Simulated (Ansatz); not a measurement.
**KI under a change: biaxial strain +1.50 %, plane normal [001], relaxed out of plane**

Base system: KI in the rock salt structure (space group Fm-3m, No. 225; a = 7.006 Å). Axes: x, y, z lie along the cube axes.

Now apply this change: tensile biaxial strain of 1.50 % in the plane normal to [001], as in epitaxy on a mismatched substrate; the out-of-plane cell vector and the atoms relax.

The values are results of Ansatz (a quantum-chemistry and plane-wave program), PBEsol, PAW, cutoff 420 eV, scalar-relativistic without spin-orbit coupling, not measurements. k-mesh 8×8×8 (Γ-centred); smearing 0.05 eV (Fermi–Dirac).

| quantity | base | changed | shift |
|---|---|---|---|
| volume per atom | 42.98 Å³ | 44.13 Å³ | +1.15 Å³ |
| space group | Fm-3m (No. 225) | I4/mmm (No. 139) | – |
| shortest interatomic distance | 3.503 Å | 3.491 Å | -0.012 Å |
| energy relative to the base (free energy F) | 0 meV/atom | +1.8 meV/atom | +1.8 meV/atom |
| pressure (mean of the normal stresses, compression positive) | 0.01 GPa | -0.28 GPa | -0.29 GPa |
| band gap | 3.87 eV | 3.81 eV | -0.06 eV |
| gap character | direct at Γ | direct at Γ | – |
| electron mass | 0.32 mₑ (at Γ) | 0.32 mₑ (at Γ) | – |
| valley order (the lowest conduction-band minima on the path, energy above the VBM, named in the base's zone) | Γ 3.87 eV; X along ⟨100⟩ 4.79 eV | Γ 3.81 eV; X along [001] 4.83 eV; X along [100] 4.84 eV | – |
| out-of-plane strain | – | -0.33 % | – |
| ratio −ε⊥/ε∥ | – | 0.22 | – |
| mean in-plane stress (compression positive) | – | -0.4 GPa | – |

Cost of the whole job for the changed cell (relaxation, final SCF and bands): around 23 core-seconds (rough).

With I present, leaving out spin-orbit coupling can change the band edges. Masses are band curvatures over ±0.01 Å⁻¹ around the edge. Whether these cells are dynamically stable was not tested. Labels are those of the standard path for the cell's own space group.
